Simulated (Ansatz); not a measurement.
**Sr3SbN, pressure series**

The parent structure is Sr$_{3}$SbN in the anti-perovskite structure (space group Pm-3m, No. 221; a = 5.186 Å; a cell from a computed database, its experimental status unchecked).

Cell and atoms are relaxed at each pressure.

The values are results of Ansatz (an electronic-structure program), r2SCAN, PAW, cutoff 500 eV, without spin-orbit coupling, earlier PAW set, not measurements.

Computed cases, in order: pressure −2 GPa; pressure −1 GPa; 0 GPa (base); pressure 0.9 GPa; pressure 2.1 GPa; pressure 4.5 GPa; pressure 9 GPa; pressure 15 GPa; pressure 22.5 GPa; pressure 30 GPa.

**Question.** Between which two neighbouring cases does the band gap open or close?

**Answer.** Between pressure 15 GPa (0.07 eV) and pressure 22.5 GPa (zero). The whole series: pressure −2 GPa: 0.65 eV; pressure −1 GPa: 0.61 eV; 0 GPa (base): 0.57 eV; pressure 0.9 GPa: 0.54 eV; pressure 2.1 GPa: 0.49 eV; pressure 4.5 GPa: 0.40 eV; pressure 9 GPa: 0.25 eV; pressure 15 GPa: 0.07 eV; pressure 22.5 GPa: zero; pressure 30 GPa: zero.

A case with no gap was solved on a k-mesh chosen for an insulator, which is coarse for it. With Sb present, leaving out spin-orbit coupling can change the band edges. Load acts through the strain it causes; cell and atoms are relaxed under it. No phonon test of stability was made. No other phases were tried under pressure. All final runs are without spin polarisation. A zero or small gap of Sr3SbN under pressure 9 GPa, Sr3SbN under pressure 15 GPa, Sr3SbN under pressure 22.5 GPa and Sr3SbN under pressure 30 GPa can be the functional's error rather than a property of the material.
